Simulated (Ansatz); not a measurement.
# Ta: pressure series

Base system: Ta in the bcc (W type) structure (space group Im-3m, No. 229; a = 3.3196 Å).

Cell and atoms are relaxed at each pressure.

Computed with PBE (Ansatz, an electronic-structure program, PAW, no spin-orbit coupling).

| pressure (GPa) | volume per atom (Å³/atom) |
|---|---|
| -2 | 18.481 |
| -1 | 18.384 |
| 0 | 18.290 |
| 0.9 | 18.209 |
| 4.5 | ? |
| 9 | 17.534 |
| 15 | 17.099 |
| 22.5 | 16.619 |
| 30 | 16.190 |

Question: Fit the third-order Birch–Murnaghan form P(V) = (3B₀/2)[(V₀/V)^(7/3) − (V₀/V)^(5/3)]·[1 + (3/4)(B₀′ − 4)((V₀/V)^(2/3) − 1)] (squares taken in P) to the rows shown and predict the withheld row.

Answer: Least squares on the printed values gives V₀ = 18.291 Å³/atom, B₀ = 197 GPa, B₀′ = 3.6; this predicts 17.894 Å³/atom, and the run gives 17.893 Å³/atom, in agreement.

Measured bulk modulus of Ta: 198 GPa (static lattice; corrected from measurement; as listed in H. Levämäki et al., Physical Review B (2014)); the computed value is 0 % below it.

Load acts through the strain it causes; cell and atoms are relaxed under it. Stability against distortions was not tested. Competing high-pressure phases were not computed. The final runs are not spin-polarised.
